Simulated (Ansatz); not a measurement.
**Pressure series in Au**

Take Au in the hcp (Mg type) structure (space group P6_3/mmc, No. 194) as the base.

```yaml
crystal:
  lattice:
    - [2.86214, 0.00000, 0.00000]
    - [-1.43107, 2.47868, 0.00000]
    - [0.00000, 0.00000, 4.80237]
  atoms:
    - { symbol: Au, position: [0.33333, 0.66667, 0.25000] }
    - { symbol: Au, position: [0.66667, 0.33333, 0.75000] }
```

Cell and atoms are relaxed at each pressure.

Level of theory: PBEsol, PAW, 420 eV (Ansatz, a quantum-chemistry and plane-wave program; no spin-orbit coupling).

Notes on the quantities. enthalpy: H = E + PV relative to the base's energy.

```json
[
 {"case": "base", "enthalpy": "–", "lattice parameter a": "286.2 pm"},
 {"case": "pressure −2 GPa", "enthalpy": "-0.21 eV/atom", "lattice parameter a": "287.3 pm"},
 {"case": "pressure −1 GPa", "enthalpy": "-0.11 eV/atom", "lattice parameter a": "286.7 pm"},
 {"case": "pressure 0.3 GPa", "enthalpy": "+0.03 eV/atom", "lattice parameter a": "286.1 pm"},
 {"case": "pressure 0.7 GPa", "enthalpy": "+0.07 eV/atom", "lattice parameter a": "…"},
 {"case": "pressure 1.5 GPa", "enthalpy": "+0.16 eV/atom", "lattice parameter a": "285.5 pm"},
 {"case": "pressure 3 GPa", "enthalpy": "+0.32 eV/atom", "lattice parameter a": "…"},
 {"case": "pressure 5 GPa", "enthalpy": "+0.52 eV/atom", "lattice parameter a": "283.9 pm"},
 {"case": "pressure 7.5 GPa", "enthalpy": "+0.78 eV/atom", "lattice parameter a": "282.8 pm"},
 {"case": "pressure 10 GPa", "enthalpy": "+1.04 eV/atom", "lattice parameter a": "…"}
]
```

**Question.** Some entries are withheld; estimate them.

**Answer.** 
- pressure 0.7 GPa, lattice parameter a: 285.9 pm
- pressure 3 GPa, lattice parameter a: 284.8 pm
- pressure 10 GPa, lattice parameter a: 281.8 pm

Load acts through the strain it causes; cell and atoms are relaxed under it. Stability against distortions was not tested. No other phases were tried under pressure. The base started in Cmcm and relaxed to P6_3/mmc at this level. This is not the structure that Au has at room temperature and ambient pressure.
